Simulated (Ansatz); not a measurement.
Consider Mg$_{2}$Ge in the anti-fluorite structure (space group Fm-3m, No. 225; a = 6.364 Å).

Calculations: PBEsol (Ansatz, a quantum-chemistry and plane-wave program; PAW; 420 eV plane waves; no spin-orbit coupling).

For the base:

| Property | Value |
|---|---|
| Band gap | 0.08 eV |
| Lattice parameter a | 6.364 Å |

Modification: every Ge is replaced by Cd; the structure is relaxed again.

Tabulated Pauling electronegativity and covalent radius: Ge 2.01, 1.20 Å; Cd 1.69, 1.44 Å.

**Question.** Estimate the effect on the band gap and lattice parameter a.

**Answer.** The band gap becomes zero (base: 0.08 eV); the lattice parameter a goes up by 0.3074 Å, from 6.364 Å to 6.672 Å.

Whether these cells are dynamically stable was not tested. As relaxed here, Mg2Cd is a hypothetical phase, not in the database extracts checked. A zero or small gap of Mg2Ge can be the functional's error rather than a property of the material.
